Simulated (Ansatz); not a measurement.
Data:

```
WS2
1.0
    3.11474     0.00000     0.03115
   -1.55737     2.69745    -0.01557
    0.11772     0.00000    11.77237
W S
2 4
Cartesian
  1.58680   0.90302   2.95867
  0.08829   1.79442   8.82928
  1.63239   0.89517  10.41670
  0.01616   1.80227   4.51494
  0.04270   1.80227   1.37124
  1.65893   0.89517   7.27300
```

No spin polarisation.

The values are results of PBEsol-D3(BJ)/PAW in Ansatz (an electronic-structure program), spin-orbit coupling left out, not measurements. Γ-centred 12×12×3 mesh, Fermi–Dirac width 0.05 eV.

Problem. Predict the gap character and smallest direct gap.

Solution. The gap character is indirect, Γ → k = (0.167, 0.167, 0) in the run's primitive reciprocal basis and the smallest direct gap is 1.92 eV.

With W present, leaving out spin-orbit coupling can change the band edges. The cells carry an imposed strain or load. Whether these cells are dynamically stable was not tested. The cell was made from WS2 (space group P6_3/mmc, No. 194; layered, stacked along the Cartesian z axis) by this change: tensor shear ε_xz = +1.00 %.
